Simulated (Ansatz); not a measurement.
Input and output of a zone-centre phonon calculation for HfSi (Pnma, 8 atoms in the cell) (Ansatz, an electronic-structure program).

Computed with LDA (PW92), default PAW files made with PBE (plane waves; Ansatz).

```
HfSi
1.0
    6.84181     0.00000     0.00000
    0.00000     3.75692     0.00000
    0.00000     0.00000     5.20778
Hf Si
4 4
Direct
  0.67514   0.25000   0.37439
  0.32486   0.75000   0.62561
  0.82486   0.75000   0.87439
  0.17514   0.25000   0.12561
  0.54312   0.25000   0.86087
  0.45688   0.75000   0.13913
  0.95688   0.75000   0.36087
  0.04312   0.25000   0.63913
```

Reference input (self-consistent single point, DFT, LDA (PW92), plane waves, default PAW files made with PBE): basis.ecutwfc = 420 eV; kpoints.mp_grid.grid = 3 7 5; hamiltonian.xc = lda; hamiltonian.pseudopotentials = {kind: paw} (the program's default PAW files); scf.occupations.method = gaussian; scf.occupations.width = 0.1 eV. This run's input differs from it in these lines:

Ansatz 0.2 input:
```diff
@@ -16,3 +16,3 @@
 basis:
-  ecutwfc: 420.0
+  ecutwfc: 295.0
 kpoints:
@@ -28,6 +28,4 @@
     width: 0.1
-output:
-  forces: true
-  eigenvalues: true
-  stress: true
+phonons:
+  method: dfpt
```

Log, with long lists cut:

```
SCF iter   1: F=—  HF=-64348.717368 eV  |F-HF|=—  |Δ(HF+E_count)|=         —  Δρ=6.39e-3  dr2=7.32e-2  ethr=1.77e-3  ⟨swp⟩=5.5  Hψ=7864  notcnv=0
all-band conjugate gradients solve this SCF's bands
preconditioner: auto → Resta (q_TF=auto, 2.679 Å⁻¹)
SCF iter   2: F=—  HF=-64348.635225 eV  |F-HF|=—  |Δ(HF+E_count)|=   8.21e-2  Δρ=4.58e-3  dr2=4.01e-2  ethr=6.10e-5  ⟨swp⟩=2.0  Hψ=4208  notcnv=0
   [... lines left out ...]
SCF iter   6: F=—  HF=-64348.621558 eV  |F-HF|=—  |Δ(HF+E_count)|=   4.85e-6  Δρ=1.07e-5  dr2=1.29e-7  ethr=3.19e-9  ⟨swp⟩=2.0  Hψ=3837  notcnv=0
SCF iter   7: F=—  HF=-64348.621558 eV  |F-HF|=—  |Δ(HF+E_count)|=   4.33e-8  Δρ=1.72e-6  dr2=3.70e-9  ethr=1.08e-10  ⟨swp⟩=2.0  Hψ=4048  notcnv=0
SCF iter   8: F=—  HF=-64348.621558 eV  |F-HF|=—  |Δ(HF+E_count)|=  4.66e-10  Δρ=3.31e-7  dr2=1.66e-10  ethr=3.08e-12  ⟨swp⟩=3.0  Hψ=4106  notcnv=0
SCF iter   9: F=-64348.621558 eV  HF=-64348.621558 eV  |F-HF|=4.37e-11  |Δ(HF+E_count)|=  1.46e-11  Δρ=4.91e-8  dr2=2.99e-12  ethr=1.00e-12  ⟨swp⟩=9.5  Hψ=10488  notcnv=0
SCF 1 converged in 9 iterations: F = -64348.621558 eV  dr2 = 2.99e-12
DFPT response loops at Γ: preconditioner auto → Kerker (q_TF=auto, 2.679 Å⁻¹) (partly filled bands, converged f_vac=0.000) …
Free energy (F): -64348.621558 eV
Internal energy: -64348.615350 eV  (E = F + TS)
E sigma→0 (E₀):  -64348.618454 eV
Entropy (-TS):   -0.006209 eV (-0.776 meV/atom)
Fermi energy:    17.723336 eV
--- Phonons (Γ-DFPT): 6 representative perturbations + reference, on 32 of 105 k-points (Σ response iterations 22) ---
  k mesh reduced under 2 symmetry operations, with k and −k counted as one. Each operation leaves every solved displacement unchanged or reverses it
  ASR residual: 3.266e-5 → 0.000e0 eV/Å²; symmetrization residual: 4.342e-6 eV/Å²
  ASR residual per site (eV/Å²): 1.85e-5 1.85e-5 1.85e-5 1.85e-5 3.27e-5 3.27e-5 3.27e-5 3.27e-5
  Γ frequencies (cm⁻¹): 0.00 0.00 0.00 109.32 113.86 114.97 123.43 130.60 131.19 137.37 141.35 144.66 289.04 292.31 294.57 310.41 313.98 337.25 337.26 347.72 364.39 376.58 397.15 399.62
  non-analytic LO–TO correction: not included (Born effective charges unavailable; polar crystals: no LO–TO splitting at Γ)
```

The run converged in 9 iterations. 

Summary of the result:
* **Free energy E − TS (on the zero of these files)**: -64348.6216 eV
* **Fermi level (on the code's own zero)**: 17.72 eV
* **Zone-centre frequencies (cm⁻¹; negative means imaginary)**: 0, 0, 0, 109, 114, 115, 123, 131, 131, 137, 141, 145, 289, 292, 295, 310, 314, 337, 337, 348, 364, 377, 397, 400

The starting cell comes from a database of computed structures (which also holds hypothetical and non-ambient phases and stackings), without a prior relaxation at this level. Its lattice was rescaled by up to half a per cent. The cutoff lies below the one recommended for these files.

Cost on one core of a shared machine: roughly 3 min.
